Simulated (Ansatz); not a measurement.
Hypothetical CsCl type MoP: response to strain

Start from MoP in the CsCl type structure (space group Pm-3m, No. 221; a hypothetical phase, not in the database extracts checked; relaxed with 0.1 eV smearing).

```
MoP
1.0
    3.00382     0.00000     0.00000
    0.00000     3.00382     0.00000
    0.00000     0.00000     3.00382
Mo P
1 1
Direct
  0.00000   0.00000   0.00000
  0.50000   0.50000   0.50000
```

Cartesian axes are those of the cell as printed.

Strains are applied to the cell and any free atomic positions relax; under biaxial strain the out-of-plane vector relaxes too.

Method: PBE in Ansatz (plane waves to 420 eV, PAW, scalar-relativistic without spin-orbit coupling).

Candidates:
(a) biaxial strain −2.17 %, plane normal [001], relaxed out of plane
(b) strain tensor (xx, yy, zz, yz, xz, xy) = (−0.21, −1.37, −1.73, +0.28, +1.41, +0.29) %
(c) uniaxial strain ε_xx = −0.57 %

Notes on the quantities. energy relative to the base: free energy F.

Task: Order them by energy relative to the base, highest first.

Result: (a) biaxial strain −2.17 %, plane normal [001], relaxed out of plane (+21 meV/atom), (b) strain tensor (xx, yy, zz, yz, xz, xy) = (−0.21, −1.37, −1.73, +0.28, +1.41, +0.29) % (+18 meV/atom), (c) uniaxial strain ε_xx = −0.57 % (+0.6 meV/atom)

Stability against distortions was not tested. All final runs are without spin polarisation. An odd electron count without spin: MoP.

Ansatz is an electronic-structure program.
